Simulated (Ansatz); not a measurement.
Where the default PAW files enter, the runs use the earlier of Ansatz's two default sets.

Given:

```
CELL_PARAMETERS angstrom
      2.68177     0.00000     0.00000
      0.00000     4.20415     0.00000
      0.00000     0.00000     4.20415
ATOMIC_POSITIONS crystal
  Si 0.00000 0.00000 0.00000
  Si 0.50000 0.50000 0.50000
  O  0.00000 0.30613 0.30613
  O  0.50000 0.80613 0.19387
  O  0.00000 0.69387 0.69387
  O  0.50000 0.19387 0.80613
```

The cell was relaxed by PBE-D3(BJ); by r2SCAN it stands under a pressure of -4.7 GPa.

Transport runs along the normal of the first two printed cell vectors, the (100) plane of the conventional cell.

The gap is the functional's own, uncorrected, and κ follows it; spin-orbit coupling is left out. Mid-gap means the computed energy nearest the middle.

Q: Give the band gap and the smallest decay constant κ at mid-gap that r2SCAN (Ansatz, an electronic-structure program) yields.

A: Gap 6.26 eV on a 12×8×8 mesh; κ = 0.426 1/Å, at the zone centre.
